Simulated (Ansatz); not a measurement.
**TaAs, pressure series**

Base system: TaAs (space group I4_1md, No. 109; a = 3.463 Å, c = 11.733 Å).

Cell and atoms are relaxed at each pressure.

Computed with plane-wave PAW DFT at the PBE level (Ansatz, a quantum-chemistry and plane-wave program, 420 eV), without spin-orbit coupling.

```json
[
 {"P (GPa)": "-2.00", "V (Å³/atom)": "17.798"},
 {"P (GPa)": "-1.00", "V (Å³/atom)": "17.691"},
 {"P (GPa)": "0.90", "V (Å³/atom)": "17.499"},
 {"P (GPa)": "2.10", "V (Å³/atom)": "17.383"},
 {"P (GPa)": "4.49", "V (Å³/atom)": "17.163"},
 {"P (GPa)": "8.99", "V (Å³/atom)": "16.786"},
 {"P (GPa)": "14.99", "V (Å³/atom)": "16.341"},
 {"P (GPa)": "22.49", "V (Å³/atom)": "15.859"},
 {"P (GPa)": "30.01", "V (Å³/atom)": "15.436"}
]
```

Q: Fit a third-order Birch–Murnaghan equation of state.

A: Least squares on P(V) = (3B₀/2)[(V₀/V)^(7/3) − (V₀/V)^(5/3)]·[1 + (3/4)(B₀′ − 4)((V₀/V)^(2/3) − 1)] gives V₀ = 17.59 Å³/atom, B₀ = 174 GPa and B₀′ = 4.2.

Load acts through the strain it causes; cell and atoms are relaxed under it. Whether these cells are dynamically stable was not tested. Competing high-pressure phases were not computed. The final runs are not spin-polarised.
